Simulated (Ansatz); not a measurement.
Functionals compared on the (20-21) surface of hcp Re in its 1x1 cell, outermost plane spacing 0.19 Å in the ideal cut, in Ansatz (plane waves, PAW). The structure was relaxed with PBE; the other rows are single points on it, each with its references at the same level. Cutoff 420 eV (500 eV for r2SCAN).

Model: 20-atom slab, 10.6 Å thick at the start, 14x4x1 mesh, Fermi-Dirac 0.1 eV, dipole correction, all atoms relaxed; held to the part of the start's symmetry that mesh and held atoms allow; no spin, no spin-orbit, no U. These notes are the PBE run's.

```csv
functional,surface energy (J/m²),work function of the top face (eV),rough cost of the single point
PBE,3.19,4.87,–
LDA,3.70,5.17,roughly 7 core-minutes
PBEsol,3.59,4.98,about 7 core-minutes (a rough figure)
RPBE,2.98,4.73,about 7 core-minutes (a rough figure)
r2SCAN,3.41,4.93,very roughly 12 core-minutes
```

Ansatz is a first-principles code.
